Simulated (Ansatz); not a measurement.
Base system: Ti in the hcp (Mg type) structure (space group P6_3/mmc, No. 194; relaxed with 0.1 eV smearing).

```
CELL_PARAMETERS angstrom
      2.90164     0.00000     0.00000
     -1.45082     2.51289     0.00000
      0.00000     0.00000     4.59296
ATOMIC_POSITIONS crystal
  Ti 0.66667 0.33333 0.75000
  Ti 0.33333 0.66667 0.25000
```

The values are results of Kohn–Sham DFT with the PBEsol functional, run in Ansatz (a program for electronic structure) with PAW and 420 eV plane waves, spin-orbit coupling left out, not measurements.

For the base:

```
Property   Result
--------  -------
Pressure  0.0 GPa
Band gap     zero
```

It is then changed as follows: an isotropic linear strain of −2.50 %, atoms relaxed at fixed cell.

Task: How does this affect the pressure, energy relative to the base and band gap?

Result: The pressure (mean of the normal stresses, compression positive) goes from zero to 10.3 GPa; the energy goes up by 37 meV/atom; the band gap remains zero.

Stability against distortions was not tested. All final runs are without spin polarisation.
